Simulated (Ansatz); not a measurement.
**TlBr: energy against strain**

TlBr (CsCl type, Pm-3m, 29.992 Å³/atom at rest) under an equal strain ε in the (001) plane with the normal axis free, as in a coherent film. PBEsol in Ansatz, a plane-wave DFT program (PAW, default set), 420 eV, 9×9×9 Γ-centred mesh, Fermi-Dirac smearing 0.05 eV; ions are relaxed within the symmetry of each cell.

Here s stands for strain and y for E less E0.

| strain (%) | E less E0 (meV/atom) |
|---|---|
| -1.50 | 1.94 |
| -1.00 | 0.85 |
| -0.50 | 0.21 |
| 0.00 | 0.00 |
| 0.50 | 0.22 |
| 1.00 | 0.87 |
| 1.50 | 1.93 |
| 3.00 | ? |

Problem. Using a parabola, estimate the missing y at s = 3.00 from the other rows, showing the fit.

Solution. Least squares gives y = 0.000 + 0.0014·s + 0.8600·s². Residuals (row less fit): 0.007, -0.009, -0.004, 0.000, 0.004, 0.009, -0.007; standard error 0.008 (degrees of freedom: 4). Twice the quadratic coefficient over the volume, 2 × 0.8600 meV × 10⁴ × 0.1602 / 29.992 Å³, is twice the biaxial elastic modulus of this plane = 92 ± 0.4 GPa. At the withheld row, y = 0.000 + 0.0014 × 3.0 + 0.8600 × 3.0² = 7.744 meV/atom. The calculation gives 7.64 meV/atom, 0.104 meV/atom below the prediction (1.4 % of the range of y in the table). The row lies outside the fitted rows, so this is an extrapolation. From the scatter of the fitted rows alone, a prediction at this place has a standard error of 0.032 meV/atom, so the miss is 3.2 times that.

One order more, fitted to all 13 runs of the series, follows each within 0.01, so the miss is the next term of a smooth law. The primitive cell can neither tilt nor turn polar against its symmetry, as such crystals can under strain. Rows are the converged runs of the series near zero and its far end; series whose fitted rows scatter by over a few per cent of the range, as at a crossing or softening among them, aren't shown in this form. Most that stay on the fit to the last digits aren't either.
